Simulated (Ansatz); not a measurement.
# Response to strain in TiSi2

The parent structure is TiSi₂ (space group Fddd, No. 70).

```xyz
6
Lattice="0.0000 4.1148 4.2603 2.3896 0.0000 4.2603 2.3896 4.1148 0.0000" Properties=species:S:1:pos:R:3 pbc="T T T"
Si     2.3896     5.4523     4.2603
Si     2.3896     2.7772     4.2603
Si     3.5844     4.8346     6.3904
Si     3.5844     7.5097     6.3904
Ti     0.0000     0.0000     0.0000
Ti     1.1948     2.0574     2.1301
```

Cartesian axes are those of the cell as printed.

Strains are applied to the cell and any free atomic positions relax; under biaxial strain the out-of-plane vector relaxes too.

Computed with r2SCAN (Ansatz, a first-principles code, PAW, no spin-orbit coupling).

Notes on the quantities. energy relative to the base: free energy F; pressure: mean of the normal stresses, compression positive.

```tsv
variant	energy relative to the base	space group	shortest interatomic distance	pressure
base	0 meV/atom	Fddd (No. 70)	4.761 bohr	0.0 GPa
biaxial strain −4.81 %, plane normal [001], relaxed out of plane	+81 meV/atom	Fddd (No. 70)	4.739 bohr	14.5 GPa
biaxial strain +2.23 %, plane normal [001], relaxed out of plane	+13 meV/atom	Fddd (No. 70)	4.777 bohr	-4.4 GPa
biaxial strain +3.56 %, plane normal [001], relaxed out of plane	+33 meV/atom	Fddd (No. 70)	4.789 bohr	-6.5 GPa
biaxial strain +4.91 %, plane normal [001], relaxed out of plane	+60 meV/atom	Fddd (No. 70)	4.802 bohr	-8.3 GPa
isotropic strain +0.86 %	+4.3 meV/atom	Fddd (No. 70)	4.799 bohr	-3.7 GPa
isotropic strain +2.66 %	+38 meV/atom	Fddd (No. 70)	4.879 bohr	-10.0 GPa
uniaxial strain ε_zz = +0.80 %	+1.1 meV/atom	Fddd (No. 70)	4.785 bohr	-1.4 GPa
tensor shear ε_yz = −0.28 %	+0.1 meV/atom	C2/c (No. 15)	4.756 bohr	0.0 GPa
```

Without a gap, meshes like the base's 13×13×13 leave anisotropic stresses uncertain by several tenths of a GPa, and small strain energies with them. No phonon test of stability was made. The final runs are not spin-polarised.
